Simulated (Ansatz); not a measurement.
The parent structure is WS₂ (space group P6_3/mmc, No. 194; a = 3.154 Å, c = 12.141 Å; layered, stacked along the Cartesian z axis). Axes: x lies along a and z along c of the hexagonal cell.

Calculations: PBE-D3(BJ) (Ansatz, an electronic-structure program, PAW, no spin-orbit coupling).

For the base:

```
Property    Value
--------  -------
Band gap  0.88 eV
```

The change: uniaxial strain ε_zz = +3.00 %, all other strain components held at zero, atoms relaxed at fixed cell.

**Question.** What happens to the stress?

**Answer.** The stress (xx, yy, zz, yz, xz, xy; compression positive) is (-0.23, -0.23, -1.48, 0.00, 0.00, 0.00) GPa.

**Question.** What does the calculation give for the band gap after the change?

**Answer.** The band gap grows by 0.163 eV to 1.05 eV.

Spin-orbit coupling, missing from the scalar runs, can matter with W. No phonon test of stability was made.
